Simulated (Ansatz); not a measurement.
**Hypothetical zinc blende BiSb, element substitutions**

The reference is BiSb in the zinc blende structure (space group F-43m, No. 216; a hypothetical phase, not in the database extracts checked).

```yaml
crystal:
  lattice:
    - [0.00000, 3.51107, 3.51107]
    - [3.51107, 0.00000, 3.51107]
    - [3.51107, 3.51107, 0.00000]
  atoms:
    - { symbol: Sb, position: [0.75000, 0.75000, 0.75000] }
    - { symbol: Bi, position: [0.00000, 0.00000, 0.00000] }
```

Each row replaces one element on all its sites; cell and atoms are relaxed.

All numbers come from PBEsol in Ansatz (plane waves to 420 eV, PAW, no SOC).

| change | band gap | density |
|---|---|---|
| base | zero | 6.34 g/cm³ |
| Sb → B | ? | 8.99 g/cm³ |
| Bi → P | zero | 4.24 g/cm³ |
| Sb → P | zero | ? |
| Sb → Te | zero | ? |

Q: Some entries are withheld; estimate them.

A: 
- Sb → B, band gap: 0.45 eV
- Sb → P, density: 6.06 g/cm³
- Sb → Te, density: 6.22 g/cm³

Spin-orbit coupling, missing from the scalar runs, can matter with Bi. No phonon test of stability was made. As relaxed here, BiB, SbP, BiP and BiTe are hypothetical phases, not in the database extracts checked. All final runs are without spin polarisation. An odd electron count without spin: BiTe.

Ansatz is a first-principles code.
